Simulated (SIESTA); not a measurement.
Relaxation of cell and atoms of SbAsPd (P2_13, 12 atoms in the cell) at several settings

```yaml
crystal:
  lattice:
    - [6.27816, 0.00000, 0.00000]
    - [0.00000, 6.27816, 0.00000]
    - [0.00000, 0.00000, 6.27816]
  atoms:
    - { symbol: Sb, position: [0.88039, 0.11961, 0.61961] }
    - { symbol: Sb, position: [0.61961, 0.88039, 0.11961] }
    - { symbol: Sb, position: [0.38039, 0.38039, 0.38039] }
    - { symbol: Sb, position: [0.11961, 0.61961, 0.88039] }
    - { symbol: As, position: [0.12312, 0.87688, 0.37688] }
    - { symbol: As, position: [0.37688, 0.12312, 0.87688] }
    - { symbol: As, position: [0.62312, 0.62312, 0.62312] }
    - { symbol: As, position: [0.87688, 0.37688, 0.12312] }
    - { symbol: Pd, position: [0.50890, 0.49110, 0.99110] }
    - { symbol: Pd, position: [0.99110, 0.50890, 0.49110] }
    - { symbol: Pd, position: [0.00890, 0.00890, 0.00890] }
    - { symbol: Pd, position: [0.49110, 0.99110, 0.50890] }
```

Base: SIESTA with LDA PW92, numerical atomic orbitals DZP, PseudoDojo LDA standard norm-conserving potentials (rewritten from UPF to PSML). Its settings: XC.functional = LDA; XC.authors = PW92; potentials = PseudoDojo LDA standard; PAO.BasisSize = DZP; PAO.EnergyShift = 0.01 Ry; MeshCutoff = 350 Ry; kgrid.MonkhorstPack = 3 3 3; OccupationFunction = FD; ElectronicTemperature = 136 meV; MaxSCFIterations = 150; SCF.Mixer.Method = Pulay; SCF.Mixer.Weight = 0.25; SCF.Mixer.History = 8; SCF.DM.Tolerance = 1.0E-05. Starting volume 20.62 Å³ per atom.

Each line gives the change from the base single point and the result:

- MD.TypeOfRun: default → Broyden; MD.Steps: default → 40; MD.MaxForceTol: default → 0.02 eV/Ang; MD.VariableCell: default → true; MD.MaxStressTol: default → 0.05 GPa: pressure 0.04 GPa; largest force (vector length) 0.002 eV/Å; final cell a = b = c = 6.202 Å, α = β = γ = 90.00°; final volume per atom 19.88 Å³; relaxation steps 9; free energy against the base single point -12.4 meV/atom.
- MD.TypeOfRun: default → Broyden; MD.Steps: default → 40; MD.MaxForceTol: default → 0.02 eV/Ang; MD.VariableCell: default → true; MD.MaxStressTol: default → 0.05 GPa; Target.Pressure: default → 5 GPa: pressure 4.98 GPa; final cell a = 6.128 Å, b = 6.128 Å, c = 6.128 Å, α = 90.00°, β = 90.00°, γ = 90.00°; final volume per atom 19.18 Å³; relaxation steps 10; free energy against the base single point -1.7 meV/atom.

The starting cell comes from a database of computed structures (which also holds hypothetical and non-ambient phases and stackings), without a prior relaxation at this level. Spin polarisation is off. Values carry the incompleteness of an atom-centred basis. Without a gap this mesh is coarse (it stands for a supercell whose shortest vector is 19 Å).
